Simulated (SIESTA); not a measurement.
A relaxation of the atoms of a (110) slab of MgSc (cut from a parent of space group no. 221; 10 atoms in the cell) with SIESTA.

Method: GGA PBEsol, numerical atomic orbitals DZP, PseudoDojo PBEsol standard norm-conserving potentials (rewritten from UPF to PSML) run with SIESTA 5.4.2.

The change in words: 10 atoms deep slab; MD.TypeOfRun: default → CG; MD.Steps: default → 40; MD.MaxForceTol: default → 0.02 eV/Ang. Reference geometry:
```
CELL_PARAMETERS angstrom
      3.61443     0.00000     0.00000
      0.00000     5.11158     0.00000
      0.00000     0.00000    21.66731
ATOMIC_POSITIONS crystal
  Mg 0.00000 0.25000 0.32307
  Sc 0.50000 0.75000 0.32307
  Mg 0.00000 0.75000 0.44102
  Sc 0.50000 0.25000 0.44102
  Mg 0.00000 0.25000 0.55898
  Sc 0.50000 0.75000 0.55898
  Mg 0.00000 0.75000 0.67693
  Sc 0.50000 0.25000 0.67693
```

Reference input (self-consistent single point, DFT, GGA PBEsol, numerical atomic orbitals DZP, PseudoDojo PBEsol standard norm-conserving potentials (rewritten from UPF to PSML)): XC.functional = GGA; XC.authors = PBEsol; potentials = PseudoDojo PBEsol standard; PAO.BasisSize = DZP; PAO.EnergyShift = 0.01 Ry; MeshCutoff = 300 Ry; kgrid.MonkhorstPack = 4 3 1; OccupationFunction = MP; OccupationMPOrder = 0; ElectronicTemperature = 0.1 eV; MaxSCFIterations = 150; SCF.Mixer.Method = Broyden. This run's input differs from it in these lines:

```diff
@@ -4,3 +4,3 @@
 
-NumberOfAtoms                8
+NumberOfAtoms                10
 NumberOfSpecies              2
@@ -14,3 +14,3 @@
      0.000000000    9.659484374    0.000000000
-     0.000000000    0.000000000   40.945274198
+     0.000000000    0.000000000   45.775053235
 %endblock LatticeVectors
@@ -18,10 +18,12 @@
 %block AtomicCoordinatesAndAtomicSpecies
-     0.000000000    0.250000000    0.323067000  1
-     0.500000000    0.750000000    0.323067000  2
-     0.000000000    0.750000000    0.441024000  1
-     0.500000000    0.250000000    0.441024000  2
-     0.000000000    0.250000000    0.558976000  1
-     0.500000000    0.750000000    0.558976000  2
-     0.000000000    0.750000000    0.676933000  1
-     0.500000000    0.250000000    0.676933000  2
+     0.000000000    0.250000000    0.288980000  1
+     0.500000000    0.750000000    0.288980000  2
+     0.000000000    0.750000000    0.394491000  1
+     0.500000000    0.250000000    0.394491000  2
+     0.000000000    0.250000000    0.499998000  1
+     0.500000000    0.750000000    0.499998000  2
+     0.000000000    0.750000000    0.605509000  1
+     0.500000000    0.250000000    0.605509000  2
+     0.000000000    0.250000000    0.711020000  1
+     0.500000000    0.750000000    0.711020000  2
 %endblock AtomicCoordinatesAndAtomicSpecies
@@ -48,2 +50,5 @@
 Diag.ParallelOverK           true
+MD.TypeOfRun                 CG
+MD.Steps                     40
+MD.MaxForceTol               0.02 eV/Ang
 WriteForces                  true
```

Output (repeated stretches shortened):

```
        iscf     Eharris(eV)        E_KS(eV)     FreeEng(eV)     dDmax    Ef(eV) dHmax(eV)
   scf:    1   -14568.415745   -14618.672103   -14618.739481  1.443638 -3.523422 16.366108
   scf:    2   -12522.001789   -13979.741971   -13979.767745  1.139614 -3.210689133.399721
   scf:    3   -14677.615777   -14631.537358   -14631.584472  1.112213 -3.400198  6.518028
   scf:    4   -14630.003882   -14631.100997   -14631.158592  0.076489 -3.566085  7.507338
   scf:    5   -14630.994284   -14632.209189   -14632.283078  0.098034 -3.686138  4.072181
   [... 24 lines left out ...]
   scf:   30   -14632.799808   -14632.799824   -14632.868634  0.000155 -3.633907  0.008906
   scf:   31   -14632.799779   -14632.799813   -14632.868625  0.000237 -3.633926  0.020568
   scf:   32   -14632.799827   -14632.799828   -14632.868636  0.000232 -3.633878  0.004238
   scf:   33   -14632.799827   -14632.799828   -14632.868636  0.000047 -3.633885  0.000562
SCF Convergence by DM+H criterion
max |DM_out - DM_in|         :     0.0000465862
max |H_out - H_in|      (eV) :     0.0005618744
SCF cycle converged after 33 iterations

Using DM_out to compute the final energy and forces

siesta: E_KS(eV) =           -14632.7998

siesta: E_KS - E_eggbox =    -14632.7998

siesta: Atomic forces (eV/Ang):
     1   -0.000000    0.000000    0.061916
   [... lines left out ...]
outcell: Cell volume (Ang**3)        :    447.5331
        iscf     Eharris(eV)        E_KS(eV)     FreeEng(eV)     dDmax    Ef(eV) dHmax(eV)
   [... lines left out ...]
   scf:    5   -14632.874129   -14632.862027   -14632.923006  0.027573 -3.633625  0.562866
   [... 141 lines left out ...]
   scf:  147   -14632.878509   -14632.878512   -14632.940246  0.000080 -3.635264  0.005437
   scf:  148   -14632.878509   -14632.878513   -14632.940246  0.000104 -3.635309  0.007069
   scf:  149   -14632.878500   -14632.878510   -14632.940244  0.000121 -3.635230  0.009546
   scf:  150   -14632.878510   -14632.878513   -14632.940247  0.000123 -3.635282  0.004731
SCF_NOT_CONV: SCF did not converge in maximum number of steps (required).
SCF_NOT_CONV: SCF did not converge in maximum number of steps (required).
Geom step, scf iteration, dDmax, dHmax:    4   150      0.000123     0.000348
Geom step, scf iteration, dDmax, dHmax:    4   150      0.000123     0.000348

ABNORMAL_TERMINATION
ABNORMAL_TERMINATION
Stopping Program from Node:    0
Stopping Program from Node:    0
```

The relaxation ended unconverged. 

The starting cell comes from a database of computed structures (which also holds hypothetical and non-ambient phases and stackings), without a prior relaxation at this level. The slab is cut from that crystal, and its faces start unrelaxed. Its lattice was rescaled by up to half a per cent. Values carry the incompleteness of an atom-centred basis.

Cost on one core of a shared machine: roughly 10 min.
